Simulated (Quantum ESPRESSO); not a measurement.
A user runs Quantum ESPRESSO on CdAsPt5 (P4/mmm, 7 atoms in the cell) and asks whether the run is sound. The aim is a self-consistent single point with DFT, PBEsol, plane waves, GBRV 1.5 ultrasoft (PBESOL) pseudopotentials.

Cell that was meant: a = 3.9889 Å, b = 3.9889 Å, c = 7.2314 Å, α = 90.00°, β = 90.00°, γ = 90.00°.

Part of the input:

```fortran
   1.00000000     0.00000000     0.00000000
   0.00000000     1.00000000     0.00000000
   0.00000000     0.00000000     1.81288074
ATOMIC_POSITIONS {crystal}
Cd    3.76896400    3.76896400    0.00000000
As    0.00000000    0.00000000    6.83268300
Pt    0.00000000    3.76896400    3.91772400
Pt    0.00000000    3.76896400    9.74764200
Pt    3.76896400    0.00000000    3.91772400
Pt    3.76896400    0.00000000    9.74764200
Pt    0.00000000    0.00000000    0.00000000
K_POINTS {automatic}
5 5 3  0 0 0
```

Log, with long lists cut:

```
     Message from routine setup:
     using ibrav=0 with symmetry is DISCOURAGED, use correct ibrav instead
     G-vector sticks info
   [... lines left out ...]
        k(    2) = (   0.0000000   0.0000000   0.1838694), wk =   0.0533333
        k(    3) = (   0.0000000   0.2000000   0.0000000), wk =   0.1066667
   [... 21 lines left out ...]

     Dense  grid:    75053 G-vectors     FFT dimensions: (  45,  45,  80)

     Smooth grid:    26531 G-vectors     FFT dimensions: (  32,  32,  60)

     Initial potential from superposition of free atoms

     starting charge      93.9997, renormalised to      97.0000

     negative rho (up, down):  6.918E-01 0.000E+00
     Self-consistent Calculation

     iteration #  1     ecut=    40.00 Ry     beta= 0.70

     negative rho (up, down):  5.972E-01 0.000E+00

     total energy              =   -1010.24276337 Ry
     estimated scf accuracy    <     105.80128348 Ry

     iteration #  2     ecut=    40.00 Ry     beta= 0.70

     negative rho (up, down):  6.356E-01 0.000E+00

     total energy              =   -1042.40002428 Ry
     estimated scf accuracy    <     347.42802933 Ry

     iteration #  3     ecut=    40.00 Ry     beta= 0.70

     negative rho (up, down):  3.918E-01 0.000E+00

     total energy              =   -1083.22986318 Ry
     estimated scf accuracy    <      58.26232323 Ry

   [... 17 blocks of this kind left out ...]

     iteration # 21     ecut=    40.00 Ry     beta= 0.70

     negative rho (up, down):  6.374E-01 0.000E+00

     total energy              =   -1085.64924758 Ry
     estimated scf accuracy    <          4.1E-11 Ry

     iteration # 22     ecut=    40.00 Ry     beta= 0.70

     negative rho (up, down):  6.374E-01 0.000E+00
     End of self-consistent calculation

     the Fermi energy is    19.1890 ev

!    total energy              =   -1085.64924758 Ry
     estimated scf accuracy    <          3.4E-12 Ry
     smearing contrib. (-TS)   =      -0.00593002 Ry
     internal energy E=F+TS    =   -1085.64331755 Ry

     convergence has been achieved in  22 iterations

     negative rho (up, down):  6.374E-01 0.000E+00

     Forces acting on atoms (cartesian axes, Ry/au):

     atom    1 type  1   force =   -20.34676713  -20.34676713   20.57992544
     atom    2 type  2   force =    15.00897064   15.00897064   -5.21180144
     atom    3 type  3   force =    23.21630565  -44.61766329   -2.85336296
     atom    4 type  3   force =    11.56991753  -18.87223258  -26.28799894
   [... lines left out ...]
     Total force =   115.440190     Total SCF correction =     0.000021
   [... lines left out ...]

     negative rho (up, down):  6.374E-01 0.000E+00
          total   stress  (Ry/bohr**3)                   (kbar)     P=    30561.44
   0.18522627  -0.03243474   0.01861726        27247.72    -4771.31     2738.69
  -0.03243474   0.18522627   0.01861726        -4771.31    27247.72     2738.69
   0.01861726   0.01861726   0.25280475         2738.69     2738.69    37188.86

   JOB DONE.
```

Task: Can these results be used? Check the input.

Result: The run is not sound. The fault is fractional and Cartesian coordinates mixed up. Numbers meant as fractions of the cell vectors were read as lengths, or the reverse, so the atoms sit in the wrong places. To fix it, make label and numbers agree, by changing either. The run converged in 22 iterations without an error; against the sound input the free energy rises by 237 eV/atom, the pressure goes from -4.74 to 3056 GPa and the largest force goes from 0.058 to 1658 eV/Å.

An input that runs soundly differs in these lines (not the only fix; some lines may just follow from the change or write a value another way):
```diff
-ATOMIC_POSITIONS {crystal}
-Cd    3.76896400    3.76896400    0.00000000
-As    0.00000000    0.00000000    6.83268300
-Pt    0.00000000    3.76896400    3.91772400
-Pt    0.00000000    3.76896400    9.74764200
-Pt    3.76896400    0.00000000    3.91772400
-Pt    3.76896400    0.00000000    9.74764200
+ATOMIC_POSITIONS {bohr}
+Cd    3.76896427    3.76896427    0.00000000
+As    0.00000000    0.00000000    6.83268275
+Pt    0.00000000    3.76896427    3.91772364
+Pt    0.00000000    3.76896427    9.74764186
+Pt    3.76896427    0.00000000    3.91772364
+Pt    3.76896427    0.00000000    9.74764186
```

With that input, the run converged in 14 iterations: free energy E − TS -16426.8006 eV; Fermi level (on the code's own zero) 17.83 eV; pressure -4.74 GPa; largest force (vector length) 0.058 eV/Å (DFT, PBEsol, plane waves, GBRV 1.5 ultrasoft (PBESOL) pseudopotentials).

On the sound input: the starting cell comes from a database of computed structures (which also holds hypothetical and non-ambient phases and stackings), without a prior relaxation at this level. Spin polarisation is off; with an odd number of electrons in the cell that forces a metal, and a magnetic state may lie lower. With a pressure of about -5 GPa the cell is away from its equilibrium volume at this level.
